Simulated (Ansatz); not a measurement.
The starting structures come from a database of crystals and need not be the phases stable at ambient conditions.

 Where the default PAW files enter, the runs use the earlier of Ansatz's two default sets.

Tunnelling through a barrier is set by its complex band structure: the current falls as exp(−2κd) with the smallest κ.

Input:

```xyz
20
Lattice="5.5587 0.0000 0.0000 -1.5396 6.5628 0.0000 1.5396 -0.4723 6.5458" Properties=species:S:1:pos:R:3 pbc="T T T"
Na     1.3897     1.8393     1.9768
Na     4.1690     4.2512     4.5690
Ga     1.3897     5.5135     5.9257
Ga     4.1690     0.5770     0.6201
Ge     0.8812     5.1161     2.5118
Ge     4.6774     0.9743     4.0340
Ge     1.8981     2.1370     5.2836
Ge     3.6606     3.9535     1.2622
O      0.6496     5.7183     4.1296
O      4.9090     0.3722     2.4162
O      2.1297     3.7073     6.0007
O      3.4290     2.3831     0.5451
O      0.8530     6.3274     1.2059
O      4.7057    -0.2369     5.3399
O      1.9263     0.7473     6.3977
O      3.6323     5.3431     0.1481
O      2.3117     4.0696     2.4363
O      3.2470     2.0209     4.1095
O      0.4676     2.1371     4.2344
O      5.0910     3.9534     2.3114
```

Space group of this cell: C2/c. The cell is taken as given; by r2SCAN its mean pressure is -6.8 GPa.

Transport runs along the normal of the first two printed cell vectors.

The gap is the functional's own. No spin-orbit coupling. Mid-gap values are interpolated on the energy grid.

### Question
Compute, with r2SCAN run with Ansatz (a first-principles code), the band gap and the smallest decay constant κ at mid-gap.

### Answer
Gap 3.28 eV on a 6×6×6 mesh; κ = 0.288 1/Å, at the zone centre.
